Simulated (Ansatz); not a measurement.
Band structure of LaCuSeO (P4/nmm, 8 atoms in the cell).

```
CELL_PARAMETERS angstrom
      4.06951     0.00000     0.00000
      0.00000     4.06951     0.00000
      0.00000     0.00000     8.82454
ATOMIC_POSITIONS crystal
  La 0.00000 0.50000 0.85998
  La 0.50000 0.00000 0.14002
  Cu 0.50000 0.50000 0.50000
  Cu 0.00000 0.00000 0.50000
  Se 0.00000 0.50000 0.33079
  Se 0.50000 0.00000 0.66921
  O  0.50000 0.50000 0.00000
  O  0.00000 0.00000 0.00000
```

Computed with PBEsol, default PAW files made with PBE (plane waves; Ansatz, an electronic-structure program).

Settings: kpoints.mp_grid.grid = 5 5 3; hamiltonian.xc = pbesol; hamiltonian.pseudopotentials = {kind: paw} (the program's default PAW files); scf.occupations.method = fixed; kpoints.band_path.npoints = 8.

The starting cell comes from a database of computed structures (which also holds hypothetical and non-ambient phases and stackings), without a prior relaxation at this level.

Predict the gap along the standard path and the places of the band edges.

The gap along the path is 1.43 eV, direct at Γ to within 0.01 eV.

Levels in eV from the top of the valence band on the path, bands 49 to 56:
```json
[
 {"point": "Γ", "49": "-1.35", "50": "-0.54", "51": "0.00", "52": "0.00", "53": "1.43", "54": "1.49", "55": "2.02", "56": "2.12"},
 {"point": "X", "49": "-0.88", "50": "-0.88", "51": "-0.70", "52": "-0.70", "53": "1.99", "54": "1.99", "55": "2.35", "56": "2.35"},
 {"point": "M", "49": "-1.89", "50": "-1.89", "51": "-1.21", "52": "-1.21", "53": "2.29", "54": "2.29", "55": "2.61", "56": "2.61"},
 {"point": "Z", "49": "-1.35", "50": "-1.03", "51": "-0.11", "52": "-0.11", "53": "1.56", "54": "1.95", "55": "2.03", "56": "2.09"},
 {"point": "R", "49": "-0.79", "50": "-0.79", "51": "-0.66", "52": "-0.66", "53": "2.00", "54": "2.00", "55": "2.39", "56": "2.39"},
 {"point": "A", "49": "-1.89", "50": "-1.89", "51": "-1.22", "52": "-1.22", "53": "2.45", "54": "2.45", "55": "2.75", "56": "2.75"}
]
```

Keys are those of Ansatz 0.2.
